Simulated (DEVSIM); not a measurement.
Device: illuminated Si n-on-p cell, one wavelength, with a back-surface field, at 250 K.

| layer (left to right) | material | thickness (μm) | Nd (cm⁻³) | Na (cm⁻³) | τn (s) | τp (s) | absorption coefficient (cm⁻¹) |
|---|---|---|---|---|---|---|---|
| 1 | Si | 0.270 | 1e19 | - | 3e-7 | 1.6e-7 | 96000 |
| 2 | Si | 120 | - | 1.7e17 | 1.5e-5 | 1.5e-5 | 96000 |
| 3 | Si | 1.10 | - | 2e18 | 1.5e-5 | 1.5e-5 | 96000 |

Left contact: ohmic, minority hole recombination velocity 4000 cm/s. Right contact: ohmic, minority electron recombination velocity 3e5 cm/s. Voltage is applied to the left contact. Recombination: SRH at mid-gap, radiative, Auger. Light enters at the left, 7.9e17 photons cm⁻² s⁻¹, one pass, no reflection. Mobility is constant in doping.

This is a model device: material constants are rounded textbook-type values typed into the input, and sizes, dopings and lifetimes were drawn at random. Values at 300 K; Nc and Nv go as T^1.5, mobilities as T to minus their exponent, the gap by Varshni's rule with the affinity fixed.

```csv
parameter,Si
gap (eV),1.124
affinity (eV),4.05
permittivity,11.7
Nc (cm⁻³),2.86e19
Nv (cm⁻³),3.1e19
μn (cm²/Vs),1417
μp (cm²/Vs),470
T exponent of μn,2.3
T exponent of μp,2.2
B (cm³/s),4.7e-15
Cn (cm⁶/s),2.8e-31
Cp (cm⁶/s),9.9e-32
Varshni α (eV/K),0.000473
Varshni β (K),636
```

Simulated with DEVSIM: 1D drift-diffusion, Boltzmann statistics, complete ionisation; no tunnelling, impact ionisation, image-force lowering or self-heating.

The photon flux was swept, all else fixed.

```json
[
 {"photon flux (cm^-2 s^-1)": "2.4e16", "fill factor": "0.87", "open-circuit voltage (V)": "0.707", "largest power (mW/cm²)": "2.34", "short-circuit current (mA/cm²)": "3.81"},
 {"photon flux (cm^-2 s^-1)": "7.9e16", "fill factor": "0.87", "open-circuit voltage (V)": "0.733", "largest power (mW/cm²)": "8.00", "short-circuit current (mA/cm²)": "12.5"},
 {"photon flux (cm^-2 s^-1)": "2.4e17", "fill factor": "0.87", "open-circuit voltage (V)": "0.757", "largest power (mW/cm²)": "25.2", "short-circuit current (mA/cm²)": "38.1"},
 {"photon flux (cm^-2 s^-1)": "7.9e17", "fill factor": "0.88", "open-circuit voltage (V)": "0.782", "largest power (mW/cm²)": "85.8", "short-circuit current (mA/cm²)": "125"},
 {"photon flux (cm^-2 s^-1)": "2.4e18", "fill factor": "0.88", "open-circuit voltage (V)": "0.806", "largest power (mW/cm²)": "270", "short-circuit current (mA/cm²)": "381"},
 {"photon flux (cm^-2 s^-1)": "7.9e18", "fill factor": "0.88", "open-circuit voltage (V)": "0.832", "largest power (mW/cm²)": "921", "short-circuit current (mA/cm²)": "1250"},
 {"photon flux (cm^-2 s^-1)": "2.4e19", "fill factor": "0.88", "open-circuit voltage (V)": "0.856", "largest power (mW/cm²)": "2880", "short-circuit current (mA/cm²)": "3810"}
]
```

From the first row to the last the fill factor goes from 0.87 to 0.88. From the first row to the last the open-circuit voltage goes from 0.707 to 0.856.
